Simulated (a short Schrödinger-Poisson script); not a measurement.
System: gated In0.52Al0.48As/In0.53Ga0.47As modulation-doped gas in a quantum well, at 300 K.

```tsv
layer	material	thickness (nm)	Nd (cm⁻³)	Na (cm⁻³)
1	In0.52Al0.48As	30	-	-
2	In0.52Al0.48As	10	6.2e17	-
3	In0.52Al0.48As	40	-	-
4	In0.53Ga0.47As	10	-	-
5	In0.52Al0.48As	4000	-	2e15
```

Constants are typed, rounded textbook-type inputs, not results; the design itself was drawn at random and stands for no fabricated device. In0.52Al0.48As: permittivity 12.5, conduction-band edge (eV) 0.52, gap (eV) 1.45, electron mass (mₑ) 0.075, Nv at 300 K (cm⁻³) 1.1e19. In0.53Ga0.47As: permittivity 13.9, conduction-band edge (eV) 0, gap (eV) 0.74, Nv at 300 K (cm⁻³) 7.7e18.

Channel valleys (confinement mass, in-plane density-of-states mass, number): Γ 0.041, 0.041, 1. At the gate the conduction-band edge of layer 1 lies 0.65 eV − eVg above the Fermi level of the channel; the field vanishes at the back. The barrier under the gate holds no holes. Gaps are held at their typed values at every temperature. Mesh 0.08 nm at interfaces.

From a short Schrödinger-Poisson script (our own, NumPy): 1D Poisson equation in equilibrium, electrons quantum, Hartree (BenDaniel-Duke, 40 states a valley, the channel's in-plane mass for all, wave functions free to enter the barrier), parabolic valleys, classical holes, full ionisation, no traps, pinning or gate leakage.

The same stack at other levels of the model or other numerical settings:

```
run                                                                  sheet density of all electrons at Vg = 0.4 V (cm⁻²)  sheet density of all electrons at Vg = -0.1 V (cm⁻²)  capacitance at Vg = 0.4 V (μF/cm²)  centroid of the channel electrons at Vg = 0.4 V (nm)  rough cost against the base
-------------------------------------------------------------------  ---------------------------------------------------  ----------------------------------------------------  ----------------------------------  ----------------------------------------------------  ---------------------------
base                                                                                                             3.03e11                                                3.32e9                               0.124                                                  4.74                      about 1
electrons treated as classical, Boltzmann                                                                        3.40e11                                                8.66e9                               0.129                                                  3.89                         0.02
electrons treated as classical, Fermi-Dirac                                                                      3.27e11                                                8.58e9                               0.125                                                  4.26                          0.1
electrons treated as quantum, Hartree plus LDA exchange-correlation                                              3.10e11                                                3.56e9                               0.125                                                  4.73                            2
mesh six times as coarse                                                                                         3.02e11                                                3.25e9                               0.124                                                  4.73                          0.2
one subband a valley                                                                                             3.02e11                                                3.31e9                               0.122                                                  4.73                          0.2
```

The classical rows ignore confinement, and Boltzmann statistics overrate the density once the band edge passes the Fermi level.
